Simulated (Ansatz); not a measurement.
For YB₂C₂ (P4_2/mmc), Ansatz (an electronic-structure program) with PBEsol, DFPT electron-phonon coupling, linearised Boltzmann equation gives a transport coupling λ_tr = 0.528 and a Drude plasma energy ħω_p = 5.01 eV along z (a = (3.78, 0.00, 0.00) Å; b = (0.00, 3.78, 0.00) Å; c = (0.00, 0.00, 7.07) Å).

### Question
Estimate the resistivity at 300 K from the high-temperature formula ρ = 2π λ_tr k_B T / (ħ ε₀ ω_p²), and say how the full Boltzmann solution compares.

### Answer
The scattering rate is 1/τ = 2π λ_tr k_B T/ħ = 1.30e14 s⁻¹ and ω_p = 7.61e15 s⁻¹, so ρ ≈ 25.4 μΩ·cm. The Boltzmann solution gives 19.5 μΩ·cm, 0.77 times the estimate; it lies lower because k_BT is not large against the phonon energies and the solution lets the distribution adjust.

A metal at this level (no band gap). Only scattering by harmonic phonons is included (no impurities, grain boundaries, electron-electron scattering or thermal expansion). Spin-orbit coupling is left out. The run warned that the eigensolver left some states short of its tolerance. Halving the electron mesh (24x24x12) moves the resistivity by up to 2 % at 300 K, the coupling by up to 1 %. Smearing 0.20 eV; phonons on a 4x4x2 q mesh, which this run doesn't test.

Computed structure with no diffraction record at hand here (it may be known, metastable or hypothetical): YB2C2 (P4_2/mmc).
